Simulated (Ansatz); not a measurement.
**Al (model structure, Pm-3n, No. 223, 8 atoms in the cell)**

Method: r²SCAN (Ansatz, an electronic-structure program, plane waves, PAW).

Run with plane-wave cutoff 560 eV, 12×12×12 k mesh, Fermi–Dirac smearing 0.05 eV, scalar-relativistic PAW data made under PBE.

Cell (relaxed at this level):

```
Al
1.0
    5.07319     0.00000     0.00000
    0.00000     5.07319     0.00000
    0.00000     0.00000     5.07319
Al
8
Cartesian
  0.00000   0.00000   0.00000
  2.53659   2.53659   2.53659
  1.26830   0.00000   2.53659
  3.80489   0.00000   2.53659
  2.53659   1.26830   0.00000
  2.53659   3.80489   0.00000
  0.00000   2.53659   1.26830
  0.00000   2.53659   3.80489
```

For Al (model structure, Pm-3n, No. 223, 8 atoms in the cell), the band gap is zero (no gap) and the bulk modulus B0 is 87.5 GPa.

Note: the bulk modulus is −V dP/dV from two relaxed cells at ±2 % in volume; the relaxation could raise the start's symmetry but not lower it, so the cell can be a saddle point.

The computed numbers hold no vibrational or temperature effects.

The result took about 2.4 core-minutes (a rough figure).

A model structure was made by putting elements into a prototype or built by hand; it is no filed structure, need not be a known phase, and can be a saddle point held by its symmetry.
